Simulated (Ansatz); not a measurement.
Rock-salt NaH was calculated with r²SCANh (Ansatz, a first-principles code, PAW).

Run with plane-wave cutoff 520 eV, 10×10×10 k mesh, Fermi–Dirac smearing 0.01 eV, scalar-relativistic PAW data made under PBE.

Computed at the level's own relaxed cell.

```yaml
crystal:
  lattice:
    - [0.00000, 2.39473, 2.39473]
    - [2.39473, 0.00000, 2.39473]
    - [2.39473, 2.39473, 0.00000]
  atoms:
    - { symbol: Na, position: [0.00000, 0.00000, 0.00000] }
    - { symbol: H, position: [0.50000, 0.50000, 0.50000] }
```

List the 5 lowest band energies at Γ above −25 eV (eV, relative to the valence band maximum), grouping those that round alike.

At Γ: -23.60 (×3), -3.82, 12.43.

Note: the run warned that its exchange threshold was loose for the stress.
